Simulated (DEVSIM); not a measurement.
System: Schottky contact on n-type CdTe, at 450 K.

Layer 1 from the left is CdTe, thickness (μm) 2.60, Nd (cm⁻³) 3.6e16, τn (s) 3.6e-10, τp (s) 3.6e-10.

Left contact: Schottky, work function 4.99 eV, emission velocity 7.1e6 cm/s. Right contact: ohmic. Voltage is applied to the left contact. Recombination: SRH at mid-gap, radiative. Mobility is constant in doping.

Constants are typed, rounded textbook-type inputs, not results; the design itself was drawn at random and stands for no fabricated device. Values at 300 K; Nc and Nv go as T^1.5, mobilities as T to minus their exponent, the gap by Varshni's rule with the affinity fixed.

CdTe: gap (eV) 1.5, affinity (eV) 4.28, permittivity 10.2, Nc (cm⁻³) 8e17, Nv (cm⁻³) 1.8e19, μn (cm²/Vs) 1000, μp (cm²/Vs) 80, T exponent of μn 1.7, T exponent of μp 1.5, B (cm³/s) 1e-10, Varshni α (eV/K) 0.00031, Varshni β (K) 108.

Model (solved in DEVSIM): 1D drift-diffusion, Boltzmann statistics, complete ionisation; no tunnelling, impact ionisation, image-force lowering or self-heating. Metal contacts follow the ideal Schottky-Mott rule: no Fermi-level pinning, no interface dipoles.

Dark forward current:

```tsv
|V| (V)	|J| (A/cm²)
0.05	0.04133
0.10	0.1893
0.15	0.7186
0.20	2.598
0.25	9.153
0.30	30.87
0.35	93.98
0.40	237.1
0.45	478.0
0.50	801.1
0.55	1182
0.60	1601
0.65	2046
```

**Question.** Work out the local ideality factor n = ΔV / (kT/q · ln(J2/J1)) between the rows 0.20 and 0.25 V, 0.60 and 0.65 V.

**Answer.** kT/q = 38.78 mV. From 0.20 to 0.25 V: ln(9.153/2.598) = 1.259, n = 1.02, near the 1 of diffusion or emission over a barrier. From 0.60 to 0.65 V: ln(2046/1601) = 0.245, n = 5.26; the layers' resistance at their doping, Σ W/(qμN) = 9.0e-5 Ω cm², would take 40 mV of this step of 50 mV.

**Question.** Estimate the current at 0.20 V for emission alone, J0 = q v N_band exp(−φB/kT), and read the barrier back from the simulated current.

**Answer.** φB = 0.710 eV, N_band = 1.47e18 cm⁻³, J0 = 0.0187 A/cm²; J = J0 (exp(qV/kT) − 1) = 3.23 A/cm². The simulation gives 2.60 A/cm²; the estimate lies 24 % above. Read backwards, the simulated current gives an apparent barrier of 0.718 eV. The estimate leaves out transport through the depletion region and minority injection.
